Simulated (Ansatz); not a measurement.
## PBE against PBEsol: Al2O3, pressure 2.1 GPa

Base system: Al2O3 in the corundum structure (space group R-3c, No. 167; a = 4.8080 Å, c = 13.1216 Å (hexagonal axes)).

(Cell as relaxed with PBE.)

Levels (all Ansatz, a program for electronic structure, PAW, earlier PAW set): PBE (420 eV, spin-orbit coupling left out); PBEsol (420 eV, no spin-orbit coupling).

Each level relaxes its own structure.

| base | PBE | PBEsol |
|---|---|---|
| volume per atom | 8.76 Å³ | 8.56 Å³ |
| lattice parameter a | 480.8 pm | 477.3 pm |
| band gap | 5.86 eV | 6.04 eV |

One thing is altered: a hydrostatic pressure of 2.1 GPa.

```csv
quantity,PBE,PBEsol
volume per atom,8.68 Å³,___
electron mass,"0.39 mₑ along c, 0.37 mₑ across (at Γ)",___
band gap,5.97 eV,___
```

### Question
Given the PBE results, estimate those of PBEsol.

### Answer

- volume per atom, PBEsol: 8.49 Å³
- electron mass, PBEsol: 0.41 mₑ along c, 0.37 mₑ across (at Γ)
- band gap, PBEsol: 6.14 eV

PBE's volume per atom lies 0.19 Å³ above PBEsol's (2.3 %); PBE's band gap lies 0.17 eV below PBEsol's. Neither level is exact; PBEsol is the comparison here, not a measurement.

Load acts through the strain it causes; cell and atoms are relaxed under it. Effective masses come from finite differences of ±0.01 Å⁻¹. Whether these cells are dynamically stable was not tested.
